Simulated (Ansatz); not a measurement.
The parent structure is Mg₃SiO in the anti-perovskite structure (space group Pm-3m, No. 221; a hypothetical phase, not in the database extracts checked).

```
CELL_PARAMETERS angstrom
      4.22219     0.00000     0.00000
      0.00000     4.22219     0.00000
      0.00000     0.00000     4.22219
ATOMIC_POSITIONS crystal
  Mg 0.00000 0.50000 0.50000
  Mg 0.50000 0.00000 0.50000
  Mg 0.50000 0.50000 0.00000
  Si 0.00000 0.00000 0.00000
  O  0.50000 0.50000 0.50000
```

Cartesian axes are those of the cell as printed.

Level of theory: PBE in Ansatz (plane waves to 420 eV, PAW, no spin-orbit coupling).

For the base:

```
Item                              Value
-----------------------------  --------
Pressure                        0.0 GPa
Shortest interatomic distance  211.1 pm
Band gap                           zero
```

It is then changed as follows: the cell is compressed by 1.01 % along x with no lateral relaxation; the atoms relax in the strained cell.

Q: How does this affect the energy relative to the base, pressure, shortest interatomic distance and band gap?

A: The energy increases by 0.8 meV/atom; the pressure (mean of the normal stresses, compression positive) goes from zero to 0.8 GPa; the shortest interatomic distance shrinks by 2.1 pm, from 211.1 pm to 209.0 pm; the band gap is still zero.

Whether these cells are dynamically stable was not tested. The final runs are not spin-polarised. A zero or small gap of Mg3SiO can be the functional's error rather than a property of the material.

Ansatz is a program for electronic structure.
